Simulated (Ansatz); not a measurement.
The slab is Si(111) 1x1 surface, 6 top atoms, 3 bilayers, bottom bilayer H-capped and fixed, every top atom capped by Br; cell 11.5 x 6.6 Å; about 7 Å thick over the host's atoms, 18 atoms held. Level of theory: PBE-D3(BJ) (plane waves to 420 eV, PAW; Ansatz, an electronic-structure program). k mesh 1 x 2 x 1. The slab states were run without spin polarisation. No spin-orbit coupling. A thicker slab, a larger cell or a denser mesh can move such energies by a tenth of an eV or more. Energies are static: no zero-point or thermal part. Each state was relaxed from one prepared geometry.

One CF2 a cell is brought to Si(111):Br. Relaxed result near the molecule:

```csv
atom,x (Å),y (Å),z (Å)
Br(46),7.645,0.015,11.752
C(b0),8.264,1.127,14.633
F(b1),7.754,2.339,14.718
F(b2),9.566,1.305,14.731
```

### Question
What is the adsorption energy against the free CF2 and the slab before, and how much of it is dispersion?

### Answer
-0.14 eV (negative: bound); the D3 term gives -0.12 eV of it. Its closest contacts to the rest of the cell: C(b0)...Br(46) 3.15 Å, F(b2)...Br(47) 3.64 Å, F(b1)...Br(47) 3.65 Å.
